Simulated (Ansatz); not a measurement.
Take PbTe in the rock salt structure (space group Fm-3m, No. 225) as the base.

```yaml
crystal:
  lattice:
    - [0.00000, 3.26715, 3.26715]
    - [3.26715, 0.00000, 3.26715]
    - [3.26715, 3.26715, 0.00000]
  atoms:
    - { symbol: Te, position: [0.50000, 0.50000, 0.50000] }
    - { symbol: Pb, position: [0.00000, 0.00000, 0.00000] }
```

Cartesian axes are those of the cell as printed.

The values are results of r2SCAN (Ansatz, a program for electronic structure, PAW, scalar-relativistic without spin-orbit coupling), not measurements.

Perturbation: the cell is scaled by 1.0250 in all directions, atoms relaxed at fixed cell.

### Question
Predict the stress tensor and what it implies for the stiffness.

### Answer
Stress of the strained cell less that of the base (GPa, compression positive):
```
  -2.64    0.00    0.00
   0.00   -2.64    0.00
   0.00    0.00   -2.64
```

Then B = −ΔP/(ΔV/V₀) with ΔV/V₀ = 0.0769 gives secant stiffness values (nonlinear terms included at this strain): B ≈ 34 GPa.

As a check, the harmonic strain energy −½ V₀ Δσ:ε is 22 meV/atom; the computed energy rise is 24 meV/atom.

Whether these cells are dynamically stable was not tested.
